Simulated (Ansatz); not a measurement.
We consider Tl4HgI6 (P4/mnc, No. 128), described by LDA (Ansatz, a program for electronic structure, plane waves, PAW).

Run with plane-wave cutoff 520 eV, 4×4×4 k mesh, Fermi–Dirac smearing 0.01 eV, scalar-relativistic PAW data made under PBE.

Cell (measured lattice):

Space group P4/mnc (No. 128); a = 9.446 Å, b = 9.446 Å, c = 9.260 Å, α = 90.00°, β = 90.00°, γ = 90.00°

```
atom  site  symmetry       x       y       z
----  ----  --------  ------  ------  ------
Tl      8g       ..2  0.1464  0.3536  0.2500
I       4e       4..  0.0000  0.0000  0.2848
Hg      2a     4/m..  0.0000  0.0000  0.0000
I       8h       m..  0.3306  0.1456  0.0000
```

### Question
Give the computed band gap.

### Answer

- band gap = 1.19 eV

Note: cell and atoms aren't relaxed at this level (largest force component 0.14 eV/Å, pressure -2.0 GPa).

Spin–orbit coupling is not included; with these elements it can move the gap by several tenths of an eV or more.

Computed values are for the static lattice.

Cost on a shared machine: about 21 core-minutes (a rough figure).
